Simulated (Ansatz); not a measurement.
## Fermi-surface data of Pt (R-3m)

Consider the following.

```xyz
1
Lattice="0.0170 1.9697 1.9697 1.9697 0.0170 1.9697 1.9697 1.9697 0.0170" Properties=species:S:1:pos:R:3 pbc="T T T"
Pt     0.0000     0.0000     0.0000
```

The numbers are results of PBEsol, rigid bands (plane waves, PAW, scalar-relativistic; Ansatz, a quantum-chemistry and plane-wave program), not measurements. Condition of this run: uniaxial stress along [111] of -2 GPa (compression positive) (the target of the relaxation). Cell: cell and atoms relaxed with PBEsol, then loaded as said.

```yaml
density of states at the Fermi level: 1.99 states/(eV·cell), both spins
bare Sommerfeld coefficient: 4.7 mJ/(mol of atoms·K²)
drude_plasma_energy: 8.9 eV
root-mean-square Fermi velocity: 4.8e5 m/s
resistivity times τ: 6.2 ×10⁻²² Ω·m·s
resistivity_times_mean_free_path: 3.5 ×10⁻¹⁶ Ω·m²
```

A metal at this level (no band gap); rigid bands, thermally averaged at 300 K, both spins. Spin-orbit coupling is left out, which matters with elements this heavy. τ is one relaxation time for all states; the product of resistivity and mean free path takes one path for all states instead.
